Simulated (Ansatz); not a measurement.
**InAs: pressure series**

The parent structure is InAs in the zinc blende structure (space group F-43m, No. 216; a = 6.087 Å).

Cell and atoms are relaxed at each pressure.

The values are results of PBEsol (Ansatz, an electronic-structure program), without spin-orbit coupling, not measurements.

Notes on the quantities. enthalpy: H = E + PV relative to the base's energy.

| variant | lattice parameter a | enthalpy |
|---|---|---|
| base | 6.087 Å | – |
| pressure −2 GPa | 6.168 Å | -0.36 eV/atom |
| pressure −1 GPa | 6.126 Å | -0.18 eV/atom |
| pressure 0.9 GPa | 6.056 Å | +0.16 eV/atom |
| pressure 2.1 GPa | 6.017 Å | +0.36 eV/atom |
| pressure 4.5 GPa | 5.950 Å | +0.76 eV/atom |
| pressure 9 GPa | 5.846 Å | +1.48 eV/atom |
| pressure 15 GPa | 5.737 Å | +2.39 eV/atom |
| pressure 22.5 GPa | 5.631 Å | +3.46 eV/atom |
| pressure 30 GPa | 5.544 Å | +4.49 eV/atom |

A case with no gap was solved on a k-mesh chosen for an insulator, which is coarse for it. Load acts through the strain it causes; cell and atoms are relaxed under it. Stability against distortions was not tested. All final runs are without spin polarisation. Measured, InAs leaves this structure (for rock salt) near 7 GPa (temperature not stated; as listed in Datta, Sujoy, Jana, Debnarayan, arXiv (2020)).
